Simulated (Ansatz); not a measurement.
Cost and result by functional for the surface energy of the (10-13) surface of hcp Y in its 1x1 cell, outermost plane spacing 0.27 Å in the ideal cut (one of several cuts of this face), in Ansatz (plane waves, PAW). Single points on the PBE structure, on one kind of machine; costs are rough ratios of the slab run's core time (references not counted) to the cheapest single point. r2SCAN's cost holds its higher cutoff (500 against 420 eV). Differences are taken against r2SCAN for comparison alone: no measured value is at hand, so the table doesn't rank accuracy.

Set-up: 14 atoms, 10.0 Å thick at the start (thin: gaps and levels are the slab's own); mesh 10x4x1; 0.1 eV smearing; dipole correction on; all atoms relaxed; held to the part of the start's symmetry that mesh and held atoms allow; no spin, no spin-orbit, no U. These notes are the PBE run's.

| functional | relative cost | surface energy (J/m²) | less r2SCAN (J/m²) |
|---|---|---|---|
| LDA | 1 | 1.20 | 0.07 |
| PBEsol | 1 | 1.16 | 0.03 |
| RPBE | 1 | 0.97 | -0.16 |
| r2SCAN | 3 | 1.13 | 0.00 |
| PBE (the relaxed run's value) | – | 1.06 | -0.07 |

The values span 0.23 J/m², while the single points' costs differ by a factor of roughly 3. Differences are of unrounded values.

Ansatz is an electronic-structure program.
